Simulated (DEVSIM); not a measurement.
System: Schottky contact on n-type InP, at 350 K.

Layer 1 from the left is InP, thickness (μm) 7.50, Nd (cm⁻³) 1.1e16, τn (s) 7.7e-10, τp (s) 7.7e-10.

Left contact: Schottky, work function 5.26 eV, emission velocity 2.1e6 cm/s. Right contact: ohmic. Voltage is applied to the left contact. Recombination: SRH at mid-gap, radiative. Mobility is constant in doping.

The device is made up for the run: typed textbook-type constants, with dimensions and the other settings drawn at random. Values at 300 K; Nc and Nv go as T^1.5, mobilities as T to minus their exponent, the gap by Varshni's rule with the affinity fixed.

InP: gap (eV) 1.344, affinity (eV) 4.38, permittivity 12.5, Nc (cm⁻³) 5.7e17, Nv (cm⁻³) 1.1e19, μn (cm²/Vs) 5200, μp (cm²/Vs) 170, T exponent of μn 2, T exponent of μp 2, B (cm³/s) 1.2e-10, Varshni α (eV/K) 0.000363, Varshni β (K) 162.

Simulated with DEVSIM: 1D drift-diffusion, Boltzmann statistics, complete ionisation; no tunnelling, impact ionisation, image-force lowering or self-heating. Metal contacts follow the ideal Schottky-Mott rule: no Fermi-level pinning, no interface dipoles.

Dark forward current:

| |V| (V) | |J| (A/cm²) |
|---|---|
| 0.05 | 5.544e-7 |
| 0.10 | 2.422e-6 |
| 0.15 | 1.007e-5 |
| 0.20 | 4.526e-5 |
| 0.25 | 0.0002182 |
| 0.30 | 0.001098 |
| 0.35 | 0.005642 |
| 0.40 | 0.02930 |
| 0.45 | 0.1528 |
| 0.50 | 0.7962 |
| 0.55 | 4.110 |
| 0.60 | 20.21 |
| 0.65 | 83.40 |
| 0.70 | 242.1 |
| 0.75 | 496.0 |
| 0.80 | 811.7 |
| 0.85 | 1164 |
| 0.90 | 1538 |
| 0.95 | 1928 |
| 1.00 | 2327 |

Question: Work out the local ideality factor n = ΔV / (kT/q · ln(J2/J1)) between the rows 0.15 and 0.20 V, 0.40 and 0.45 V, 0.95 and 1.00 V.

Answer: kT/q = 30.16 mV. From 0.15 to 0.20 V: ln(4.526e-5/1.007e-5) = 1.503, n = 1.10. From 0.40 to 0.45 V: ln(0.1528/0.02930) = 1.652, n = 1.00, near the 1 of diffusion or emission over a barrier. From 0.95 to 1.00 V: ln(2327/1928) = 0.188, n = 8.81; the layers' resistance at their doping, Σ W/(qμN) = 0.00011 Ω cm², would take 44 mV of this step of 50 mV.

Question: Estimate the current at 0.40 V for emission alone, J0 = q v N_band exp(−φB/kT), and read the barrier back from the simulated current.

Answer: φB = 0.880 eV, N_band = 7.18e17 cm⁻³, J0 = 5.15e-8 A/cm²; J = J0 (exp(qV/kT) − 1) = 0.0296 A/cm². The simulation gives 0.0293 A/cm²; the estimate lies 1.0 % above. Read backwards, the simulated current gives an apparent barrier of 0.880 eV. The estimate leaves out transport through the depletion region and minority injection.
